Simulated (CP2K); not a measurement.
Band structure of HgS (F-43m, 2 atoms in the cell).

```
HgS
1.0
    4.19428     0.00000     0.00000
    2.09714     3.63235     0.00000
    2.09714     1.21078     3.42462
Hg S
1 1
Direct
  0.00000   0.00000   0.00000
  0.25000   0.25000   0.25000
```

Method of the run: CP2K with PBE, GPW, DZVP-MOLOPT-SR-GTH basis, GTH-PBE potentials (GTH_POTENTIALS).

Settings: CUTOFF = 500 Ry; REL_CUTOFF = 50 Ry; SMEAR/METHOD = FERMI_DIRAC; ELECTRONIC_TEMPERATURE = 1160.45 K; KPOINTS/SCHEME = MACDONALD 8 8 8 0.0625 0.0625 0.0625; XC_FUNCTIONAL = PBE; Hg/BASIS_SET = DZVP-MOLOPT-SR-GTH-q12; Hg/POTENTIAL = GTH-PBE-q12; S/BASIS_SET = DZVP-MOLOPT-SR-GTH-q6; S/POTENTIAL = GTH-PBE-q6; METHOD = GPW; EPS_DEFAULT = 1e-10; EXTRAPOLATION = USE_GUESS; NGRIDS = 5.

The starting cell comes from a database of computed structures (which also holds hypothetical and non-ambient phases and stackings), without a prior relaxation at this level. Its lattice was rescaled by a random factor within 2.5 % of one. Spin-orbit coupling is off. Values carry the incompleteness of an atom-centred basis. The run gives no clean gap (levels at the Fermi energy touch, overlap or are partly filled at this smearing), which alone does not show that the compound is a metal.

Levels in eV from the Fermi level, bands 6 to 11:
```json
[
 {"point": "Γ", "6": "-6.25", "7": "-0.69", "8": "-0.21", "9": "-0.21", "10": "-0.21", "11": "6.00"},
 {"point": "X", "6": "-5.85", "7": "-4.92", "8": "-2.41", "9": "-2.41", "10": "3.23", "11": "3.32"},
 {"point": "W", "6": "-5.54", "7": "-5.18", "8": "-2.86", "9": "-2.42", "10": "3.84", "11": "5.20"},
 {"point": "K", "6": "-5.66", "7": "-5.13", "8": "-2.93", "9": "-1.99", "10": "3.31", "11": "4.64"},
 {"point": "L", "6": "-5.87", "7": "-5.48", "8": "-1.13", "9": "-1.13", "10": "1.52", "11": "6.68"},
 {"point": "U", "6": "-5.66", "7": "-5.13", "8": "-2.93", "9": "-1.99", "10": "3.31", "11": "4.64"}
]
```

Bands cross the Fermi level along this path, so the cell is metallic at this level.

Higher empty bands are left out: an atom-centred basis made for the valence describes them poorly.
